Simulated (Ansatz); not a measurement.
Start from InPd₃ in the Cu3Au type structure (space group Pm-3m, No. 221; a = 3.971 Å; a cell from a computed database, its experimental status unchecked; relaxed with 0.1 eV smearing). Axes: x, y, z lie along the cube axes.

Level of theory: PBEsol in Ansatz (plane waves to 420 eV, PAW, no SOC).

One thing is altered: uniaxial strain ε_zz = +2.69 %, all other strain components held at zero; the atoms relax in the strained cell.

Q: Predict the stress tensor and what it implies for the stiffness.

A: Stress of the strained cell less that of the base (GPa, compression positive):
```
   -3.8     0.0     0.0
    0.0    -3.8     0.0
    0.0     0.0    -5.1
```

Then −Δσ_ii/ε with ε = 0.0269 gives secant stiffness values (nonlinear terms included at this strain): C33 ≈ 190 GPa, C13 ≈ 141 GPa and C23 ≈ 141 GPa.

As a check, the harmonic strain energy −½ V₀ Δσ:ε is 6.7 meV/atom; the computed energy rise is 6.9 meV/atom.

Whether these cells are dynamically stable was not tested. The final runs are not spin-polarised.

Ansatz is a quantum-chemistry and plane-wave program.
